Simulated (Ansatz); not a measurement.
An Ansatz (a program for electronic structure) run: C with a change (uniaxial strain ε_zz = −1.00 %); LDA, PAW, 420 eV (Ansatz; without spin-orbit coupling).

Input:

Ansatz 0.2 input:
```yaml
crystal:
  lattice:
    - [0, 1.7658727401, 1.7482140127]
    - [1.7658727401, 0, 1.7482140127]
    - [1.7658727401, 1.7658727401, 0]
  atoms:
    - { symbol: C, position: [0, 0, 0] }
    - { symbol: C, position: [0.25, 0.25, 0.25] }
basis: { ecutwfc: 420, ecutrho_ratio: 4, xc_grid: 2, fft_grid_basis: typed }
kpoints: { mp_grid: { grid: [16, 16, 16] } }
hamiltonian:
  xc: lda
  dispersion: none
  pseudopotentials: { kind: paw }
scf: { occupations: { method: fermi_dirac, width: 0.05 }, convergence: { dr2_threshold: 0.0000000002 } }
relax: { f_tol: 0.005, max_steps: 50 }
output: { forces: true, stress: true }
checkpoint: { write: state.ck, write_every: 1000 }
```

Output:

```
Relaxation: its limit of steps is 50 (relax.max_steps)
WARN ansatz: RAYON_NUM_THREADS=1 ignored (pool sized by the plan → 1); use --threads N
Pseudopotentials: kind: paw
Pseudopotential: C, paw, valence charge 4
Functional definition: SPW92
Crystal: 2 atoms, lattice volume = 10.903 Å³
Basis set: ecut = 420 eV, 181 PW (Γ), exchange–correlation on 36×36×36 points (8 copies of the dense FFT grid, shifted against one another)
Bands: 8, of which v1, the nominal top of the filled ones, is band 4 counted from 1 (3 counted from 0)
Symmetry: 16 space group operations
Space group: I41/amd (ITA 141), of the structure as read, at distance tolerance 2.2e-5 Å
k-points: 349 of 4096
PAW frozen core: C, regenerated for the run's functional, and the local potential with it
Initial density: superposition of atomic densities (neutral atoms: chi_scale 0, normalization atom), corrected by the library's trained network
Initial wavefunctions: pseudopotential atomic-orbital guess
Eigensolver: davidson
Functional: x = slater, c = lda
SCF iter   1: F=—  HF=-485.982168 eV  |F-HF|=—  |Δ(HF+E_count)|=         —  Δρ=7.65e-3  dr2=2.46e-3  ethr=1.77e-3  ⟨swp⟩=4.7  Hψ=18100  notcnv=0
all-band conjugate gradients solve this SCF's bands
preconditioner: auto → none
SCF iter   2: F=—  HF=-485.981585 eV  |F-HF|=—  |Δ(HF+E_count)|=   5.83e-4  Δρ=3.60e-3  dr2=5.26e-4  ethr=3.07e-5  ⟨swp⟩=1.0  Hψ=5593  notcnv=0
SCF iter   3: F=—  HF=-485.981441 eV  |F-HF|=—  |Δ(HF+E_count)|=   1.44e-4  Δρ=1.03e-4  dr2=7.82e-7  ethr=6.57e-6  ⟨swp⟩=1.0  Hψ=2792  notcnv=0
SCF iter   4: F=—  HF=-485.981441 eV  |F-HF|=—  |Δ(HF+E_count)|=   4.86e-7  Δρ=3.24e-5  dr2=7.10e-8  ethr=9.78e-9  ⟨swp⟩=2.3  Hψ=4118  notcnv=0
SCF iter   5: F=—  HF=-485.981441 eV  |F-HF|=—  |Δ(HF+E_count)|=   7.77e-9  Δρ=1.38e-5  dr2=1.73e-8  ethr=8.87e-10  ⟨swp⟩=2.0  Hψ=4188  notcnv=0
SCF iter   6: F=—  HF=-485.981441 eV  |F-HF|=—  |Δ(HF+E_count)|=   6.13e-9  Δρ=5.25e-6  dr2=2.57e-9  ethr=2.16e-10  ⟨swp⟩=2.0  Hψ=4137  notcnv=0
SCF iter   7: F=-485.981441 eV  HF=-485.981441 eV  |F-HF|=1.55e-11  |Δ(HF+E_count)|=   1.10e-9  Δρ=5.28e-7  dr2=2.65e-11  ethr=2.50e-12  ⟨swp⟩=2.3  Hψ=9930  notcnv=0
SCF 1 converged in 7 iterations: F = -485.981441 eV  dr2 = 2.65e-11
relax step   1: F+E_penalty+E_count = -485.98144062 eV  Δ(F+E_penalty+E_count) = +0.000e0 eV  max|allowed force component| = 0.000e0 eV/Å  Δτ_max = 0.0000 Å  (7 SCF iters, accepted)
the relaxation is at rest under the 16 symmetry operations that the run kept from its start: a minimum is not shown …
SCF converged after 7 iterations
Free energy (F): -485.981441 eV
Harris-Foulkes:  -485.981441 eV  (|F-HF|=1.55e-11)
Internal energy: -485.981441 eV  (E = F + TS)
E sigma→0 (E₀):  -485.981441 eV
Fermi energy:    15.837812 eV
--- Per-component energies (eV) ---
  E_band       = 37.044752
  E_kinetic    = 187.216744
  E_local      = -121.492894  (includes V_loc(G=0)·N_el)
  E_nonlocal   = 55.918919
  E_hartree    = 26.021480
  E_xc         = -97.397502
  E_vxc        = -121.274440  (∫ρ·V_xc dr)
  E_paw        = -183.780031  (= ΣΔE_a)
  E_vpaw       = -15.366506  (= ΣTr[D̂ρ^β])
  E_aug_tail   = 0.000016  (compensation charges beyond the density's cutoff)
  E_ewald      = -352.593839
  E_core_change = 0.125665  (= ΣΔE_core)
  E_smearing   = -0.000000  (= −TS)
  E_closure    = 0.000000  (closes the sum)
  Σ components = -485.981441   (vs F -485.981441, Δ=0.00e0)
  [band-id]    e_kinetic+e_local+e_nonlocal+2·e_hartree+e_vxc+e_vpaw+e_augmentation_tail = 37.044800   (vs E_band 37.044752, Δ=4.77e-5)
--- Forces (eV/Å), atoms counted from 1 ---
  atom   1  C      0.00000000    -0.00000000     0.00000000
  atom   2  C      0.00000000    -0.00000000     0.00000000
  max |Σ_I F_I| component: 2.22e-16 eV/Å
--- Stress (GPa, compression-positive) ---
        1.571532       0.000000       0.000000
        0.000000       1.571532       0.000000
        0.000000      -0.000000      11.184365
  P = ⅓ Tr σ = 4.7758 GPa (47.758 kbar)
  The stress holds the Pulay correction. Without it, at fixed plane waves, as pw.x and ABINIT print it: P = 3.4645 GPa
  The stress includes an estimate of the error left by incomplete SCF convergence (largest component -0.0003 GPa).
--- Band table ---
  band table: none
--- Relaxed structure (1 steps of the walk, 1 accepted, 0 SCFs on fresh bases) ---
  F+E_penalty+E_count = -485.98144062 eV   max|allowed force component| = 0.000e0 eV/Å
  atoms:
    - { symbol: C, position: [0.0, 0.0, 0.0] }
    - { symbol: C, position: [0.24999999999999997, 0.24999999999999997, 0.25] }
```

No phonon test of stability was made. The cell was made from C in the diamond structure (space group Fd-3m, No. 227) by this change: uniaxial strain ε_zz = −1.00 %.
